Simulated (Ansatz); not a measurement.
LaF (P6₃/mmc, No. 194, 4 atoms in the cell; start mp-1184996), treated with LDA (plane waves, PAW; Ansatz, a program for electronic structure).

Settings: plane-wave cutoff 520 eV, 18×18×10 k mesh (along the axes of the cell as run), Fermi–Dirac smearing 0.05 eV, scalar-relativistic PAW data made under PBE.

Cell (relaxed at this level):

```yaml
crystal:
  lattice:
    - [4.25496, 0.00000, 0.00000]
    - [-2.12748, 3.68490, 0.00000]
    - [0.00000, 0.00000, 5.17985]
  atoms:
    - { symbol: La, position: [0.33333, 0.66667, 0.25000] }
    - { symbol: La, position: [0.66667, 0.33333, 0.75000] }
    - { symbol: F, position: [0.33333, 0.66667, 0.75000] }
    - { symbol: F, position: [0.66667, 0.33333, 0.25000] }
```

What does this level give for the bulk modulus B0?


- bulk modulus B0: 80.7 GPa

The run finds no gap.

Note: the bulk modulus is −V dP/dV from two relaxed cells at ±2 % in volume; the relaxation could not lower the start's symmetry, so the cell can be a saddle point above a distorted one.

Spin–orbit coupling is not included; it can open a gap where bands touch, and shift volumes and moduli.

Computed values are for the static lattice.

A start named mp-… is a Materials Project structure, which need not be a measured phase.
